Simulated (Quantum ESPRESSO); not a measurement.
Worked example: self-consistent single point of Li (P-1, 2 atoms in the cell) in Quantum ESPRESSO.

Computed with PBEsol-D3(0), GBRV 1.5 ultrasoft (PBESOL) pseudopotentials (plane waves; Quantum ESPRESSO 7.5).

```
CELL_PARAMETERS angstrom
      3.11100     0.00000     0.00000
     -1.55550     2.69421     0.00000
      0.00000     0.00000     5.09300
ATOMIC_POSITIONS crystal
  Li 0.30353 0.65163 0.26234
  Li 0.69647 0.34837 0.73766
```

Reference input (self-consistent single point, DFT, PBEsol, plane waves, GBRV 1.5 ultrasoft (PBESOL) pseudopotentials): ecutwfc = 40 Ry; ecutrho = 200 Ry; occupations = smearing; smearing = marzari-vanderbilt; degauss = 0.0073499 Ry; potentials = {Li: li_pbesol_v1.4.uspp.F.UPF}; K_POINTS = automatic 16 16 9 0 0 0; conv_thr = 1e-08 Ry. This run's input differs from it in these lines:

```diff
@@ -18,2 +18,5 @@
   degauss = 0.0073499
+  vdw_corr = 'grimme-d3'
+  dftd3_version = 3
+  dftd3_threebody = .false.
 /
```

Log, with long lists cut:

```
     Message from routine setup:
     using ibrav=0 with symmetry is DISCOURAGED, use correct ibrav instead
     G-vector sticks info
     --------------------
     sticks:   dense  smooth     PW     G-vecs:    dense   smooth      PW
     Sum         475     379    121                13837     9897    1737

     bravais-lattice index     =            0
   [... lines left out ...]
        k(    1) = (   0.0000000   0.0000000   0.0000000), wk =   0.0008681
        k(    2) = (   0.0000000   0.0000000   0.0678709), wk =   0.0017361
        k(    3) = (   0.0000000   0.0000000   0.1357419), wk =   0.0017361
   [... 1151 lines left out ...]
[... 253693 characters left out ...]
tion numbers
     1.0000   1.0000   1.0000   1.0000   0.0000   0.0000   0.0000

          k = 0.2500-0.2887 0.2715 (  1230 PWs)   bands (ev):

   -45.2508 -45.2465  -0.1415   0.3846   6.5748   7.0862   8.3236

     occupation numbers
     1.0000   1.0000   1.0000   1.0000   0.0000   0.0000   0.0000

          k =-0.2500-0.2887-0.2715 (  1230 PWs)   bands (ev):

   -45.2504 -45.2468  -0.1509   0.3593   6.6423   7.2828   8.5457

     occupation numbers
     1.0000   1.0000   1.0000   1.0000   0.0000   0.0000   0.0000

   [... 408 blocks of this kind left out ...]

     the Fermi energy is     0.7756 ev

!    total energy              =     -28.75046479 Ry
     estimated scf accuracy    <          5.2E-12 Ry
     smearing contrib. (-TS)   =       0.00000062 Ry
     internal energy E=F+TS    =     -28.75046541 Ry

     The total energy is F=E-TS. E is the sum of the following terms:
     one-electron contribution =     -19.69125779 Ry
     hartree contribution      =       7.38516412 Ry
     xc contribution           =      -6.53755550 Ry
     ewald contribution        =      -9.89553813 Ry
     DFT-D3 Dispersion         =      -0.01127811 Ry

     convergence has been achieved in   8 iterations

     Forces acting on atoms (cartesian axes, Ry/au):

     atom    1 type  1   force =     0.00104541    0.00060848   -0.00524755
     atom    2 type  1   force =    -0.00104541   -0.00060848    0.00524755

     Total force =     0.007616     Total SCF correction =     0.000001

     DFT-D3 dispersion Force =     0.000336

          total   stress  (Ry/bohr**3)                   (kbar)     P=      -11.62
  -0.00007340   0.00001475  -0.00000481          -10.80        2.17       -0.71
   0.00001475  -0.00009070  -0.00000280            2.17      -13.34       -0.41
  -0.00000481  -0.00000280  -0.00007289           -0.71       -0.41      -10.72

   JOB DONE.
```

The run converged in 8 iterations. Against the reference run the pressure goes from -0.62 to -1.16 GPa and the largest force goes from 0.144 to 0.138 eV/Å.

The starting cell comes from a database of published, mostly measured structures (it also holds non-ambient and calculated ones), without a prior relaxation at this level. Its atoms were displaced at random from the sites of space group no. 194.

Cost on one core of a shared machine: roughly 90 s.
